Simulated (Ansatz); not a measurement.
## BeTe: biaxial strain −2.50 %, plane normal [001], relaxed out of plane

Consider BeTe in the zinc blende structure (space group F-43m, No. 216; a = 5.657 Å). Axes: x, y, z lie along the cube axes.

Now apply this change: biaxial strain −2.50 %, plane normal [001], relaxed out of plane (Cartesian); in-plane vectors clamped, the third vector and the atoms free.

All numbers come from r2SCAN (Ansatz, a quantum-chemistry and plane-wave program), no spin-orbit coupling. Settings: 10×10×10 k-points, 0.05 eV Fermi–Dirac smearing.

```tsv
quantity	base	changed	shift
space group	F-43m (No. 216)	I-4m2 (No. 119)	–
shortest interatomic distance	2.449 Å	2.424 Å	-0.025 Å
energy relative to the base (free energy F)	0 meV/atom	+10 meV/atom	+10 meV/atom
pressure (mean of the normal stresses, compression positive)	0.01 GPa	2.04 GPa	+2.03 GPa
band gap	2.37 eV	2.10 eV	-0.27 eV
gap character	–	indirect, Γ → X	–
smallest direct gap	4.04 eV	3.90 eV	-0.14 eV
electron mass	2.1 mₑ along k, 0.25 mₑ across (at X)	1.9 mₑ along k, 0.25 mₑ across (at X)	–
valence-band top at Γ (three highest levels, from the VBM)	0.00, 0.00, 0.00 eV	0.00, 0.00, -0.27 eV	–
valley order (the lowest conduction-band minima on the path, energy above the VBM, named in the base's zone)	X along ⟨100⟩ 2.37 eV; L along ⟨111⟩ 3.51 eV	X along [010] 2.10 eV; X along [001] 2.43 eV; L along [111] 3.43 eV	–
out-of-plane strain	–	+1.86 %	–
ratio −ε⊥/ε∥	–	0.74	–
mean in-plane stress (compression positive)	–	+3.1 GPa	–
```

Final structure (turned so that z lies along the plane normal):

```
BeTe
1.0
    3.89997     0.00000     0.00000
    0.00000     3.89997     0.00000
    1.94999    -1.94999     2.88088
Be Te
1 1
Cartesian
  0.00000   0.00000   0.00000
  3.89997   1.94999   1.44044
```

With Te present, leaving out spin-orbit coupling can change the band edges. Effective masses come from finite differences of ±0.01 Å⁻¹. Along k means along the line from Γ to the band edge. Stability against distortions was not tested. k-point labels follow each cell's own Brillouin zone.
